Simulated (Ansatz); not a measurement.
The starting structures come from a database of crystals and need not be the phases stable at ambient conditions.

The decay constant κ of evanescent states in the gap governs leakage through a thin film.

Data:

```yaml
crystal:
  lattice:
    - [7.20619, 0.00000, 0.00000]
    - [-2.68461, 8.84864, 0.00000]
    - [2.87400, -3.95842, 4.33437]
  atoms:
    - { symbol: V, position: [0.27560, 0.08070, 0.19780] }
    - { symbol: V, position: [0.72440, 0.91930, 0.80220] }
    - { symbol: Ag, position: [0.75830, 0.38410, 0.49740] }
    - { symbol: Ag, position: [0.24170, 0.61590, 0.50260] }
    - { symbol: Ag, position: [0.71570, 0.37280, 0.99500] }
    - { symbol: Ag, position: [0.28430, 0.62720, 0.00500] }
    - { symbol: As, position: [0.19120, 0.15260, 0.81070] }
    - { symbol: As, position: [0.80880, 0.84740, 0.18930] }
    - { symbol: O, position: [0.31260, 0.38160, 0.99050] }
    - { symbol: O, position: [0.68740, 0.61840, 0.00950] }
    - { symbol: O, position: [0.92460, 0.18800, 0.96410] }
    - { symbol: O, position: [0.07540, 0.81200, 0.03590] }
    - { symbol: O, position: [0.27840, 0.01040, 0.41910] }
    - { symbol: O, position: [0.72160, 0.98960, 0.58090] }
    - { symbol: O, position: [0.25650, 0.00450, 0.84080] }
    - { symbol: O, position: [0.74350, 0.99550, 0.15920] }
    - { symbol: O, position: [0.49050, 0.79720, 0.80610] }
    - { symbol: O, position: [0.50950, 0.20280, 0.19390] }
    - { symbol: O, position: [0.09750, 0.27050, 0.48100] }
    - { symbol: O, position: [0.90250, 0.72950, 0.51900] }
```

Space group of this cell: P-1. The cell is taken as given; by r2SCAN its mean pressure is -8.0 GPa.

Transport runs along the normal of the first two printed cell vectors.

The gap is the functional's own, uncorrected, and κ follows it; spin-orbit coupling is left out. Mid-gap values are interpolated between the computed energies.

Problem. Give the band gap and the smallest decay constant κ at mid-gap that r2SCAN (Ansatz, an electronic-structure program) yields.

Solution. Gap 1.63 eV on a 6×6×8 mesh; κ = 0.425 1/Å, at the zone centre.
